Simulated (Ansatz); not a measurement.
GaCuSe2 in the chalcopyrite structure (space group I-42d, No. 122)

```cif
data_Cu4Ga4Se8
_chemical_formula_sum 'Cu4 Ga4 Se8'
_space_group_name_H-M_alt 'I-42d'
_space_group_IT_number 122
_space_group_name_Hall 'I -4 2bw'
_cell_length_a 5.67189
_cell_length_b 5.67189
_cell_length_c 11.26252
_cell_angle_alpha 90.000
_cell_angle_beta 90.000
_cell_angle_gamma 90.000
loop_
_atom_site_label
_atom_site_type_symbol
_atom_site_symmetry_multiplicity
_atom_site_Wyckoff_symbol
_atom_site_fract_x
_atom_site_fract_y
_atom_site_fract_z
_atom_site_occupancy
Cu1 Cu 4 a 0.00000 0.00000 0.00000 1
Ga1 Ga 4 b 0.00000 0.00000 0.50000 1
Se1 Se 8 d 0.25000 0.25620 0.37500 1
```
(The calculation used a cell of 8 atoms; values per cell refer to that cell.)

Level of theory: PBE (Ansatz, an electronic-structure program; PAW; 420 eV plane waves; no SOC). Γ-centred 8×8×8 mesh, Fermi–Dirac width 0.05 eV.

```yaml
volume_per_atom: 22.64 Å³
density: 5.34 g/cm³
band_gap: zero
total_energy: -5337.066 eV/atom (σ→0; compares only within this code and set-up)
```

Stability against distortions was not tested. The final runs are not spin-polarised. A zero or small gap of GaCuSe2 can be the functional's error rather than a property of the material.
